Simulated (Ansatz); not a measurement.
# CsCl-type PdIn

Calculation: PBEsol in Ansatz (plane waves, PAW).

Settings: plane-wave cutoff 520 eV, 20×20×20 k mesh, Fermi–Dirac smearing 0.098 eV (set by the program), scalar-relativistic PAW data made under PBE.

Cell: relaxed at this level.

For CsCl-type PdIn, the elastic constant C11 comes out as 157 GPa. The elastic constant C12 comes out as 126 GPa. The elastic constant C44 comes out as 57.0 GPa, the voigt–Reuss–Hill bulk modulus is 136 GPa and the voigt–Reuss–Hill shear modulus (Hill average) comes out as 33.8 GPa. The Young modulus is 93.7 GPa and the Poisson ratio is 0.385.

Elastic constants are with the ions relaxed.

Spin–orbit coupling is not included.

Computed values are for the static lattice.

Cost on a shared machine: about 6 core-minutes (a rough figure).

Ansatz is a program for electronic structure.
